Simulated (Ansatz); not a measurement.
The reference is GaN (space group P6_422, No. 181; a = 3.1251 Å, c = 7.3587 Å; a hypothetical phase, not in the database extracts checked). Axes: x lies along a and z along c of the hexagonal cell.

One thing is altered: the cell is stretched by 5.06 % along x with no lateral relaxation, atoms relaxed at fixed cell.

Levels (all Ansatz, an electronic-structure program, PAW): PBEsol (420 eV, scalar-relativistic without spin-orbit coupling); r2SCAN (500 eV, without spin-orbit coupling); HSE06 (420 eV, spin-orbit coupling left out).

At the geometry relaxed with PBEsol, these levels gave the following band gaps, in shuffled order: (a) 2.05 eV, (b) 1.33 eV, (c) 0.92 eV.

Question: Match each gap to its level.

Answer: (a) HSE06; (b) r2SCAN; (c) PBEsol.

Single points use the geometry relaxed with PBEsol. The hybrid gap comes from the SCF mesh plus the semilocal run's edge points and a few special points and is an upper bound. The cells carry an imposed strain or load. Stability against distortions was not tested. The base started in P3_121 and relaxed to P6_422 at this level.
